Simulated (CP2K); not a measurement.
**A short convergence ladder for SnTe (I4mm, 2 atoms in the cell)**

```
CELL_PARAMETERS angstrom
      4.44657     0.00000     0.00000
      2.22329     3.85084     0.00000
      2.22329     1.28361     3.63061
ATOMIC_POSITIONS crystal
  Sn 0.00795 0.00795 0.99205
  Te 0.50000 0.50000 0.50000
```

Base method: PBEsol, GPW, DZVP-MOLOPT-PBE-GTH basis, GTH-PBE potentials (POTENTIAL_UZH) in CP2K 2026.2.

Base settings: CUTOFF = 500 Ry; REL_CUTOFF = 60 Ry; SMEAR/METHOD = FERMI_DIRAC; ELECTRONIC_TEMPERATURE = 116.05 K; KPOINTS/SCHEME = MONKHORST-PACK 3 3 3; XC_FUNCTIONAL = PBE:PBESOL; Sn/BASIS_SET = DZVP-MOLOPT-PBE-GTH-q14; Sn/POTENTIAL = GTH-PBE-q14; Te/BASIS_SET = DZVP-MOLOPT-PBE-GTH-q6; Te/POTENTIAL = GTH-PBE-q6.

**The width of Fermi-Dirac smearing**

The mesh stays at the base's, so the ladder's end is converged at best in this setting alone.

Only quantities that move along the ladder and can be compared are tabulated.

```tsv
ELECTRONIC_TEMPERATURE	free energy less the last step's (meV/atom)	pressure (GPa)	largest difference of a force vector from the last step's (eV/Å)
11604.5 K	-698.71	2.99	0.153
5802.26 K	-114.21	0.15	0.071
2320.9 K	-4.31	0.19	0.008
1160.45 K	-0.05	0.27	0.000
232.09 K	0.00	0.27	0.000
```

Widest ELECTRONIC_TEMPERATURE that holds the pressure within 0.5 GPa of the last step, with all finer ones: 5802.26 K; the step before is off by 2.7 GPa.

Widest ELECTRONIC_TEMPERATURE that holds the free energy within 2 meV/atom of the last step, with all finer ones: 1160.45 K; the step before is off by 4.3 meV/atom.

Widest ELECTRONIC_TEMPERATURE that holds the forces within 0.005 eV/Å of the last step, with all finer ones: 1160.45 K; the step before is off by 0.008 eV/Å.

On the base run: the starting cell has typed, rounded lattice constants, without a prior relaxation at this level. Its lattice was rescaled by up to half a per cent. One atom was moved a little off its site on purpose. Values carry the incompleteness of an atom-centred basis. The potentials were made for another functional than the one used.
